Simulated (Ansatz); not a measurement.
What La on a Ce site, symmetric start does to CeO2

The parent structure is a 12-atom supercell of CeO2 in the fluorite structure (space group Fm-3m, No. 225; a = 5.3986 Å) at its relaxed geometry.

The change: a neutral La on a Ce site, symmetric start, atoms relaxed at fixed cell.

The values are results of PBEsol/PAW in Ansatz (a program for electronic structure), no spin-orbit coupling, earlier PAW set, not measurements. k-mesh 5×5×5 (Γ-centred); smearing 0.01 eV (Fermi–Dirac).

```csv
quantity,base,changed,shift
pressure,0.0 GPa,6.6 GPa,+6.6 GPa
energy gained by relaxation,–,0.27 eV,–
largest displacement of a host atom from its site in the perfect cell,–,0.06 Å,–
mean distance from the defect site to its nearest host atoms,2.34 Å,2.40 Å,+0.06 Å
```

Final structure:

```xyz
12
Lattice="-5.3986 0.0000 0.0000 0.0000 0.0000 5.3986 0.0000 5.3986 0.0000" Properties=species:S:1:pos:R:3 pbc="T T T"
La     0.0000     0.0000     0.0000
Ce    -2.6993     2.6993     0.0000
Ce    -2.6993     0.0000     2.6993
Ce     0.0000     2.6993     2.6993
O     -4.0138     1.3848     1.3848
O     -1.3848     4.0138     1.3848
O     -1.3848     1.3848     4.0138
O     -4.0138     4.0138     4.0138
O     -1.3848     4.0138     4.0138
O     -4.0138     1.3848     4.0138
O     -4.0138     4.0138     1.3848
O     -1.3848     1.3848     1.3848
```

The magnetic state is the one reached from the starting moments; the real material's order can differ, and small cells can't hold many antiferromagnetic ones. The 4f electrons are in the valence with no U and their state was not checked, so volumes and moments can be off. In so small a cell the defect repeats every few ångströms: this is an ordered compound, not a dilute defect. The mesh was chosen for an insulator and is coarse for the gapless case. The defect started on the symmetric site and kept its symmetry, so it may sit on a saddle. Seeded moments were not kept for La on a Ce site and the base. No Hubbard U is applied, and correlation can decide whether such a compound is a metal. Spin-polarised in the final run: La on a Ce site; the other runs are not. The defect cell is spin-polarised and ends with 0.8 μB, a fractional moment that hangs on the mesh and smearing.
